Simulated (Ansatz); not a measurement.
Consider O vacancy in corundum, neutral cell. All values below come from PBE, PAW (plane waves to 420 eV; Ansatz, a first-principles code).

Cell of 270 host sites held at the relaxed PBE lattice; the Γ point alone; Fermi-Dirac width 0.01 eV, spin-restricted; finite-size errors left in. Static, classical nuclei. The charge state is imposed; whether it is stable for some Fermi level was not computed. Forms of the defect that were not tried may lie lower.

Barriers: single points on a 2×2×2 k-point mesh shifted by half a step along c at the bands' geometries.

The step: a nearby O atom hops onto the vacant site. Atoms about the jump, Cartesian Å from the middle of the jump, before and after:

| atom | x0 | y0 | z0 | x1 | y1 | z1 |
|---|---|---|---|---|---|---|
| O1 | 1.09 | 0.63 | 0.00 | -1.09 | -0.63 | 0.00 |
| Al2 | 0.38 | -0.64 | 1.35 | 0.36 | -0.65 | 1.35 |
| Al3 | 0.38 | -0.64 | -1.35 | 0.36 | -0.65 | -1.35 |
| Al4 | -2.00 | 0.67 | -0.79 | -2.03 | 0.76 | -0.85 |
| Al5 | 0.36 | 2.14 | 0.85 | 0.41 | 2.07 | 0.79 |
| O6 | -0.56 | 0.74 | -2.19 | -0.56 | 0.75 | -2.18 |
| O7 | -0.37 | 0.86 | 2.18 | -0.36 | 0.85 | 2.19 |
| O8 | -1.30 | 2.24 | 0.00 | -1.29 | 2.25 | 0.00 |
| O9 | 1.09 | -1.90 | 0.00 | 1.10 | -1.89 | 0.00 |
| Al10 | -2.00 | -1.95 | 0.79 | -2.04 | -2.03 | 0.85 |
| Al11 | 2.78 | 0.75 | -0.85 | 2.69 | 0.76 | -0.79 |
| O12 | -0.56 | -2.01 | 2.19 | -0.57 | -2.03 | 2.19 |
| O13 | 2.04 | -0.53 | -2.19 | 2.02 | -0.53 | -2.19 |
| O14 | -0.37 | -2.13 | -2.18 | -0.37 | -2.14 | -2.19 |
| O15 | 2.04 | -0.75 | 2.19 | 2.03 | -0.74 | 2.18 |
| O16 | -2.77 | -0.54 | -2.18 | -2.77 | -0.52 | -2.19 |
| O17 | 1.84 | 2.14 | 2.19 | 1.85 | 2.13 | 2.18 |
| O18 | -2.77 | -0.74 | 2.18 | -2.77 | -0.75 | 2.18 |
| O19 | -3.71 | 0.63 | 0.00 | -3.70 | 0.64 | 0.00 |
| O20 | 2.04 | 2.02 | -2.18 | 2.03 | 2.03 | -2.18 |
| O21 | 1.30 | 3.52 | 0.00 | 1.31 | 3.53 | 0.00 |
| Al22 | -2.04 | 0.75 | 3.04 | -2.04 | 0.75 | 3.04 |
| Al23 | 0.37 | 2.14 | -3.04 | 0.37 | 2.14 | -3.04 |
| Al24 | 0.36 | -3.41 | -0.85 | 0.37 | -3.42 | -0.85 |
| Al25 | 2.78 | -2.03 | 0.85 | 2.77 | -2.02 | 0.85 |
| O26 | -2.77 | 2.01 | -2.19 | -2.77 | 2.02 | -2.19 |
| O27 | -0.37 | 3.41 | 2.19 | -0.36 | 3.41 | 2.19 |
| O28 | -1.30 | -3.51 | 0.00 | -1.30 | -3.52 | 0.00 |
| O29 | 3.70 | -0.64 | 0.00 | 3.69 | -0.63 | 0.00 |

Q: Predict the transition state.

A: 
| atom | x | y | z |
|---|---|---|---|
| O1 | -0.12 | 0.20 | 0.00 |
| Al2 | 0.36 | -0.71 | 1.47 |
| Al3 | 0.43 | -0.67 | -1.48 |
| Al4 | -1.95 | 0.74 | -0.81 |
| Al5 | 0.33 | 2.06 | 0.81 |
| O6 | -0.56 | 0.74 | -2.29 |
| O7 | -0.37 | 0.85 | 2.28 |
| O8 | -1.35 | 2.32 | 0.00 |
| O9 | 1.11 | -1.92 | 0.00 |
| Al10 | -2.09 | -2.06 | 0.85 |
| Al11 | 2.83 | 0.78 | -0.86 |
| O12 | -0.59 | -2.06 | 2.21 |
| O13 | 2.07 | -0.53 | -2.22 |
| O14 | -0.38 | -2.14 | -2.18 |
| O15 | 2.04 | -0.74 | 2.17 |
| O16 | -2.75 | -0.54 | -2.17 |
| O17 | 1.83 | 2.11 | 2.16 |
| O18 | -2.78 | -0.76 | 2.20 |
| O19 | -3.69 | 0.63 | 0.00 |
| O20 | 2.04 | 2.03 | -2.21 |
| O21 | 1.29 | 3.50 | -0.01 |
| Al22 | -2.05 | 0.75 | 3.06 |
| Al23 | 0.37 | 2.15 | -3.06 |
| Al24 | 0.36 | -3.42 | -0.84 |
| Al25 | 2.77 | -2.03 | 0.83 |
| O26 | -2.76 | 2.02 | -2.19 |
| O27 | -0.37 | 3.40 | 2.18 |
| O28 | -1.31 | -3.55 | 0.00 |
| O29 | 3.72 | -0.64 | -0.01 |
It lies 3.59 eV above the start and 3.59 eV above the end. The saddle point's order was not checked, and it lies on a symmetry element of the cell, where a band can be held.
